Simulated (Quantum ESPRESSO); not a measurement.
Effort and miss along a sweep of K_POINTS: LiFeF4 (I4_1/a, 12 atoms in the cell)

Cell: a = 6.6228 Å, b = 6.6228 Å, c = 6.6228 Å, α = 136.59°, β = 136.59°, γ = 63.07°.

Method of the run: LDA (PZ), GBRV 1.5 ultrasoft (LDA) pseudopotentials (plane waves; Quantum ESPRESSO).

Base settings: ecutwfc = 50 Ry; ecutrho = 400 Ry; occupations = smearing; smearing = gaussian; degauss = 0.00147 Ry; nspin = 2; potentials = {Li: li_lda_v1.4.uspp.F.UPF, Fe: fe_lda_v1.5.uspp.F.UPF, F: f_lda_v1.4.uspp.F.UPF}; K_POINTS = automatic 5 5 5 0 0 0; conv_thr = 1e-09 Ry; mixing_beta = 0.4.

Misses are taken against the tightest run, automatic 7 7 7 0 0 0, which need not be fully converged itself. The energy is the free energy per atom.

The count of work is k-points × plane waves × bands × iterations; it is no time, and leaves out set-up, grids and terms that scale otherwise. Core times come from one kind of shared machine and are given to one figure; runs under 30 s give none.

The starting cell comes from a database of computed structures (which also holds hypothetical and non-ambient phases and stackings), without a prior relaxation at this level. Its lattice was rescaled by a random factor within 2.5 % of one. The magnetic order is the one reached from the typed start; others were not searched systematically. In the base run, with a pressure of about -8 GPa the cell is away from its equilibrium volume at this level.

The runs (K_POINTS): automatic 1 1 1 0 0 0 | automatic 2 2 2 0 0 0 | automatic 3 3 3 0 0 0 | automatic 4 4 4 0 0 0 | automatic 5 5 5 0 0 0 | automatic 7 7 7 0 0 0.

Task: Which is the coarsest setting among those run that, with all tighter ones, holds the energy within 2 meV/atom of the reference, and what does it save?

Result: automatic 2 2 2 0 0 0, off by 0.54 meV/atom; it needs 0.077 of the reference's count of work and about 0.1 of the reference's time.

| K_POINTS | energy less reference (meV/atom) | largest difference in the force on any atom (eV/Å) | count of work / reference | core time / reference (rough) |
|---|---|---|---|---|
| automatic 1 1 1 0 0 0 | 18.75 | 0.160 | 0.018 | 0.06 |
| automatic 2 2 2 0 0 0 | 0.54 | 0.001 | 0.077 | 0.1 |
| automatic 3 3 3 0 0 0 | 0.01 | 0.000 | 0.12 | 0.2 |
| automatic 4 4 4 0 0 0 | 0.00 | 0.000 | 0.27 | 0.3 |
| automatic 5 5 5 0 0 0 | 0.00 | 0.000 | 0.40 | 0.4 |
| automatic 7 7 7 0 0 0 | 0.00 | 0.000 | 1.0 | 1 |

Left out of this page: 2 runs of the series outside the window shown, repeating another row's setting, or not comparable.
